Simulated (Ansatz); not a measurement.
Data:

End structure of GeH3 on the (100) surface of germanium (p(2x2) alternately buckled dimers; a constructed slab, bottom: dihydride, held), one in a cell of 66 Å², started at the site 'hollow Ge-Ge-Ge over Ge at depth 3.0 Å':

```xyz
44
Lattice="8.1459 0.0000 0.0000 0.0000 8.1459 0.0000 0.0000 0.0000 30.5000" Properties=species:S:1:pos:R:3 pbc="T T T"
Ge     2.0365     0.0000    10.6178
Ge     6.1094     0.0000    10.6178
Ge     2.0365     4.0729    10.6178
Ge     6.1094     4.0729    10.6178
Ge     2.0365     2.0365    12.0578
Ge     6.1094     2.0365    12.0578
Ge     2.0365     6.1094    12.0578
Ge     6.1094     6.1094    12.0578
Ge    -0.0164     2.0385    13.4840
Ge     4.0894     2.0344    13.4840
Ge    -0.0164     6.1074    13.4840
Ge     4.0894     6.1115    13.4840
Ge    -0.0696     0.0000    14.9154
Ge     4.0857     0.0000    14.9220
Ge    -0.0127     4.0729    14.9220
Ge     4.1425     4.0729    14.9154
Ge     1.9981     0.0009    16.2512
Ge     6.0817    -0.0004    16.4338
Ge     2.0695     4.0733    16.2614
Ge     6.1437     4.0734    16.4444
Ge     2.0611     2.0411    17.6764
Ge     6.1275     2.0305    17.9529
Ge     2.0625     6.1062    17.6764
Ge     6.1292     6.1162    17.9538
Ge     0.1163     1.8405    19.2822
Ge     3.9803     2.0478    19.2582
Ge     0.1184     6.3071    19.2815
Ge     3.9819     6.1027    19.2608
Ge     0.6908     0.0015    21.0129
Ge     3.2711     0.0026    20.5399
Ge     1.0375     4.0736    19.9400
Ge     3.4326     4.0746    20.6928
H      3.2426     0.0000     9.6127
H      0.8304     0.0000     9.6127
H      7.3155     0.0000     9.6127
H      4.9033     0.0000     9.6127
H      3.2426     4.0729     9.6127
H      0.8304     4.0729     9.6127
H      7.3155     4.0729     9.6127
H      4.9033     4.0729     9.6127
Ge     4.4547     0.0100    22.7004
H      5.9847     0.0259    22.4761
H      4.0701     1.2585    23.5209
H      4.0954    -1.2471    23.5207
```

Model: 44-atom slab, 11.3 Å thick at the start with caps and adatoms under the adsorbate (thin: gaps and levels are the slab's own), 3x3x1 mesh, Fermi-Dirac 0.01 eV, dipole correction, 24 atoms held, the rest relaxed; no symmetry held; spin-polarised, ending with about 0.3 μB a cell, a value that depends on the mesh; orders that need a larger cell were not tried, no spin-orbit, no U, no dispersion correction. The slab shows no gap over 0.04 eV on its mesh. At the end it is bonded to Ge. In PBE it is, or lies within 0.03 eV of, the lowest of the starts that converged.

A negative adsorption energy means that the adsorbate is more stable on the surface than in its reference.

Problem. Predict the work function of the top face from PBE run with Ansatz (an electronic-structure program).

Solution. 4.95 eV

Problem. What is the computed adsorption energy against GeH4(g) − ½ H2(g) (PBE)?

Solution. -0.51 eV

Problem. Give the change of the step from the bottom to the top vacuum level, against the clean slab at the level PBE.

Solution. 0.40 eV

Problem. Give the change of the work function at the level PBE.

Solution. 0.42 eV
